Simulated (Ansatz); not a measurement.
Defect migration in corundum: interstitial Ag, charge state +1. Method: PBE, PAW (plane waves to 420 eV; Ansatz, a first-principles code).

Settings: 120 host sites, the relaxed PBE lattice, the Γ point alone, smearing 0.01 eV, spin-restricted, no image-charge correction. Static, classical nuclei. The charge state is imposed; whether it is stable for some Fermi level was not computed. Sites that were not tried may lie lower. The start lies 0.55 eV above the lowest site run (PBE).

Barriers: single points on a 2×2×2 k-point mesh shifted by half a step along c at the bands' geometries.

The step: several atoms move together, Ag the farthest; the atom moves 2.46 Å along (-0.39, 0.18, -0.03) of the unit cell; at the start the Ag atom holds a host Al site and a host atom stands off its site; at the end the Ag atom holds a host Al site and a host atom stands off its site; the moving atom starts with neighbours Al at 2.30, Al at 2.44, Al at 2.68; O at 2.07, O at 2.15, O at 2.16, O at 2.23, O at 2.28, O at 2.48 Å and ends with Al at 2.30, Al at 2.44, Al at 2.68; O at 2.07, O at 2.15, O at 2.16, O at 2.23, O at 2.28, O at 2.48 Å.

**Question.** What migration barrier of this step does PBE, PAW give?

**Answer.** 1.13 eV, the same both ways. At the saddle the moving atom has neighbours 2 O at 1.91, O at 2.47, O at 2.48 Å. The saddle point's order was not checked, and it lies on a symmetry element of the cell, where a band can be held.
